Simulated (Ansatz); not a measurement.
# Carrier properties of InP under load (space group Imm2)

Here is the system:

```
InP
1.0
    0.01640     2.96988     2.93602
    2.96988     0.01640     2.93602
    2.98628     2.98628     0.00000
In P
1 1
Direct
  0.00091   0.00091   0.99909
  0.24909   0.24909   0.25091
```

The numbers are results of r2SCAN with spin-orbit coupling, rigid bands (plane waves, PAW; Ansatz, a quantum-chemistry and plane-wave program), not measurements. Condition of this run: uniaxial stress along [110] of -1 GPa (compression positive) (the target of the relaxation). Cell: cell and atoms relaxed with r2SCAN, then loaded as said.

```yaml
band_gap: 0.94 eV
electron conductivity mass (300 K, dilute): 0.083 (x), 0.083 (y), 0.081 (z) mₑ
hole conductivity mass (300 K, dilute): 0.55 (x), 0.55 (y), 0.50 (z) mₑ
effective density of states N_c (300 K): 5.4e17 cm⁻³
effective density of states N_v (300 K): 1.3e19 cm⁻³
density_of_states_mass_electrons: 0.077 mₑ
density_of_states_mass_holes: 0.65 mₑ
Seebeck coefficient, n-type 1e19 cm⁻³, 300 K: -55 μV/K
Seebeck coefficient, p-type 1e19 cm⁻³, 300 K: 305 μV/K
best p-type power factor at 300 K for τ = 10 fs (best axis; densities from 1e16 to 1e21 cm⁻³ tried, whether or not they can be reached): 12.9 μW/(cm·K²) at 3e20 cm⁻³
```

Rigid bands; masses and Seebeck coefficients take one relaxation time τ for all states and one kind of carrier; polarons and phonon drag are left out.
